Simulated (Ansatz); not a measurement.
## A computed series for SiC: response to strain

The reference is SiC in the wurtzite structure (space group P6_3mc, No. 186; a = 3.0564 Å, c = 5.0158 Å).

Strains are applied to the cell and any free atomic positions relax.

Calculations: Ansatz (a quantum-chemistry and plane-wave program), LDA, PAW, cutoff 420 eV, scalar-relativistic without spin-orbit coupling.

| isotropic strain (%) | band gap (eV) |
|---|---|
| -3 | 1.96 |
| -2.4 | 1.99 |
| -1.8 | 2.03 |
| -1.2 | ? |
| -0.6 | 2.10 |
| 0 | 2.13 |

**Question.** Fit E_g = E₀ + Dε (ε in %) to the rows shown and predict the withheld row.

**Answer.** Least squares on the printed values gives E₀ = 2.13 eV, D = 57.8 meV per % of strain (largest residual 0.00 eV); this predicts 2.06 eV, and the run gives 2.07 eV, in agreement.

No phonon test of stability was made.
